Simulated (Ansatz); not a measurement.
Results of r²SCAN+rVV10 in Ansatz (plane waves, PAW) for fluorite NdH₂.

Numerical settings: plane-wave cutoff 500 eV, 12×12×12 k mesh, Fermi–Dirac smearing 0.05 eV, spin-polarised start, scalar-relativistic PAW data made under PBE.

Computed at the level's own relaxed cell.

Task: Estimate the equilibrium volume per atom and lattice constant a that the calculation returns.

Result: 
- equilibrium volume per atom = 13.63 Å³/atom
- lattice constant a = 5.468 Å

Note: the magnetic order was assumed, not searched for or taken from measurement; the relaxation could not lower the start's symmetry, so the cell can be a saddle point above a distorted one; the 4f shell is treated without U or exact exchange, so its levels and filling can be wrong.

Spin–orbit coupling is not included.

The computed numbers hold no vibrational or temperature effects.

The result took around 110 core-seconds (rough).

Ansatz is a quantum-chemistry and plane-wave program.
